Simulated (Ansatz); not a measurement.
Take BaAg2GeS4 (space group I-42m, No. 121; a = 6.726 Å, c = 8.050 Å) as the base.

Calculations: PBEsol (Ansatz, a first-principles code; PAW; 420 eV plane waves; no spin-orbit coupling).

Base values:

The width of the top valence band comes out as 1.42 eV and the smallest direct gap comes out as 0.94 eV.

It is then changed as follows: every lattice vector is shortened by 2.25 %; the atoms relax in the strained cell.

**Question.** Predict the new mean gap deformation potential ΔEg/Δln V, energy relative to the base, width of the top valence band and smallest direct gap.

**Answer.** The mean gap deformation potential ΔEg/Δln V comes out as -2.1 eV; the energy grows by 21 meV/atom; the width of the top valence band increases by 0.06 eV (1.42 eV → 1.48 eV); the smallest direct gap shrinks by 0.13 eV, from 0.94 eV to 0.81 eV.

Gaps are Kohn–Sham eigenvalue differences; semilocal functionals usually give less than the measured gap. Stability against distortions was not tested.
